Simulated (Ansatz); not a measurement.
CsGeBr₃ (within 0.1 Å of R3m, No. 160, 5 atoms in the cell; start mp-642739)

Method: r²SCAN+rVV10 (Ansatz, a first-principles code, PAW).

Numerical settings: plane-wave cutoff 560 eV, 6×6×6 k mesh, Fermi–Dirac smearing 0.01 eV, scalar-relativistic PAW data made under PBE.

Cell (relaxed at this level):

```
CELL_PARAMETERS angstrom
      3.98001    -3.91249     0.03869
      3.98001     3.91249     0.03869
     -0.19534     0.00000     5.57919
ATOMIC_POSITIONS crystal
  Cs 0.89687 0.89687 0.60161
  Ge 0.37329 0.37329 0.12546
  Br 0.39938 0.39938 0.58160
  Br 0.39924 0.91701 0.09921
  Br 0.91701 0.39924 0.09921
```

| Quantity | Value |
|---|---|
| band gap | 1.18 eV (on the SCF k mesh) |
| Γ–Γ gap | 5.92 eV |

Spin–orbit coupling is not included.

The computed numbers hold no vibrational or temperature effects.

A start named mp-… is a Materials Project structure, which need not be a measured phase.
